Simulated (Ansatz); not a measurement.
Band structure of Mg2NiH4 (Imm2, 7 atoms in the cell).

```yaml
crystal:
  lattice:
    - [-2.26262, 3.16457, 2.29178]
    - [2.26262, -3.16457, 2.29178]
    - [2.26262, 3.16457, -2.29178]
  atoms:
    - { symbol: Mg, position: [0.75963, 0.50929, 0.25034] }
    - { symbol: Mg, position: [0.25895, 0.50929, 0.74966] }
    - { symbol: Ni, position: [0.03845, 0.03845, 0.00000] }
    - { symbol: H, position: [0.18065, 0.94860, 0.23205] }
    - { symbol: H, position: [0.71655, 0.94860, 0.76795] }
    - { symbol: H, position: [0.25688, 0.99543, 0.73855] }
    - { symbol: H, position: [0.25688, 0.51833, 0.26145] }
```

Computed with LDA (PW92), PAW files made with PBE (plane waves; Ansatz, a first-principles code).

Settings: kpoints.mp_grid.grid = 7 7 7; hamiltonian.xc = lda; hamiltonian.pseudopotentials = {kind: paw} (the program's default PAW files); scf.occupations.method = fermi_dirac; scf.occupations.width = 0.05 eV; kpoints.band_path.npoints = 8.

The starting cell comes from a database of computed structures (which also holds hypothetical and non-ambient phases and stackings), without a prior relaxation at this level.

Predict the gap along the standard path and the places of the band edges.

The gap along the path is 0.21 eV, from a point between Γ and X to Z; the smallest direct gap on it is 1.82 eV.

Levels in eV from the top of the valence band on the path, bands 18 to 25:
```csv
point,18,19,20,21,22,23,24,25
Γ,-2.63,-1.97,-0.34,-0.15,3.18,3.58,3.62,4.06
X,-2.67,-2.40,-2.10,-1.52,0.92,2.97,5.20,5.30
L,-2.68,-2.43,-2.07,-1.78,1.76,3.57,3.70,4.28
T,-2.85,-2.41,-2.29,-1.51,0.40,1.59,5.38,8.44
W,-3.05,-2.31,-2.02,-1.99,1.77,3.20,4.35,4.51
R,-2.71,-2.50,-1.45,-0.75,2.04,2.62,3.48,4.00
X1,-2.67,-2.40,-2.10,-1.52,0.92,2.97,5.20,5.30
Z,-2.56,-2.47,-1.90,-1.62,0.21,1.67,6.54,6.81
Y,-2.52,-2.51,-2.11,-1.37,0.47,3.23,5.29,5.50
S,-2.62,-2.39,-1.25,-0.68,1.70,2.92,3.24,3.40
```

Keys are those of Ansatz 0.2.
